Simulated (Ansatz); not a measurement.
A relaxation of the atoms of MgAl2Ge2 (P3m1, 5 atoms in the cell) with Ansatz (a first-principles code).

Method: LDA (PW92), default PAW files made with PBE (plane waves; Ansatz).

The change in words: one atom moved by 0.15 angstrom; relax: default → atoms; relax.f_tol: default → 0.05 eV/Å. Reference geometry:
```
Mg(AlGe)2
1.0
    4.10584     0.00000     0.00000
   -2.05292     3.55576     0.00000
    0.00000     0.00000     6.77438
Mg Al Ge
1 2 2
Direct
  0.00000   0.00000   0.00000
  0.66667   0.33333   0.36759
  0.33333   0.66667   0.63241
  0.66667   0.33333   0.75695
  0.33333   0.66667   0.24305
```

Reference input (self-consistent single point, DFT, LDA (PW92), plane waves, default PAW files made with PBE): basis.ecutwfc = 420 eV; kpoints.mp_grid.grid = 9 9 5; hamiltonian.xc = lda; hamiltonian.pseudopotentials = {kind: paw} (the program's default PAW files); scf.occupations.method = fermi_dirac; scf.occupations.width = 0.1 eV. This run's input differs from it in these lines:

```diff
@@ -7,3 +7,3 @@
   atoms:
-    - { symbol: Mg, position: [0.00000000, 0.00000000, 0.00000000] }
+    - { symbol: Mg, position: [0.00000000, 0.00000000, 0.02214200] }
     - { symbol: Al, position: [0.66666700, 0.33333300, 0.36759000] }
@@ -25,2 +25,4 @@
     width: 0.1
+relax:
+  f_tol: 0.05
 output:
```

Output, abridged:

```
   [... SCF lines of the steps left out ...]
relax step   1: F+E_penalty+E_count = -11359.35016862 eV  Δ(F+E_penalty+E_count) = +0.000e0 eV  max|allowed force component| = 4.157e-1 eV/Å  Δτ_max = 0.0000 Å  (6 SCF iters, dr2 threshold 6.25e-5 eV, accepted)
relax step   2: F+E_penalty+E_count = -11359.37988461 eV  Δ(F+E_penalty+E_count) = -2.972e-2 eV  max|allowed force component| = 1.446e-1 eV/Å  Δτ_max = 0.1234 Å  (5 SCF iters, dr2 threshold 1.08e-5 eV, accepted)
relax step   3: F+E_penalty+E_count = -11359.38276412 eV  Δ(F+E_penalty+E_count) = -2.880e-3 eV  max|allowed force component| = 4.175e-2 eV/Å  Δτ_max = 0.0209 Å  (7 SCF iters, accepted)
the relaxation is at rest under the 6 symmetry operations that the run kept from its start: a minimum is not shown …
Free energy (F): -11359.382764 eV
Internal energy: -11359.351591 eV  (E = F + TS)
E sigma→0 (E₀):  -11359.367177 eV
Entropy (-TS):   -0.031173 eV (-6.235 meV/atom)
Fermi energy:    7.719337 eV
--- Forces (eV/Å), atoms counted from 1 ---
  atom   1  Mg     0.00000000    -0.00000000     0.00111685
  atom   2  Al     0.00000000     0.00000000     0.00314065
  atom   3  Al    -0.00000000    -0.00000000    -0.00573365
  atom   4  Ge     0.00000000     0.00000000     0.04174222
  atom   5  Ge     0.00000000    -0.00000000    -0.04029728
--- Stress (GPa, compression-positive) ---
   [... lines left out ...]
    - { symbol: Al, position: [0.6666666666666666, 0.3333333333333332, 0.372294024987578] }
    - { symbol: Al, position: [0.33333333333333326, 0.6666666666666665, 0.6366082742531697] }
    - { symbol: Ge, position: [0.6666666666666666, 0.3333333333333332, 0.7627598293260355] }
    - { symbol: Ge, position: [0.33333333333333326, 0.6666666666666665, 0.24608972458506534] }
```

The run converged.  The full log also holds: “iter 5 did not close the SCF: its close was put off for the readings that it lacked (scf_convergence_deferred on its scf_iter line)”.

Summary of the result:
```
Item                                                     Result
-----------------------------------------------  --------------
Free energy E − TS (on the zero of these files)  -11359.3828 eV
Fermi level (on the code's own zero)                    7.72 eV
Pressure                                              -2.38 GPa
Largest force (vector length)                        0.042 eV/Å
Relaxation steps                                              3
```

The starting cell comes from a database of computed structures (which also holds hypothetical and non-ambient phases and stackings), without a prior relaxation at this level. Its lattice was rescaled by up to half a per cent. For this run, on top of that: one atom moved by 0.15 angstrom. The relaxation keeps the symmetry of its start, so its end need not be a minimum. Ansatz's pressure includes its estimate of the finite-basis (Pulay) stress.

Cost on one core of a shared machine: roughly 30 s.

Keys are those of Ansatz 0.2.
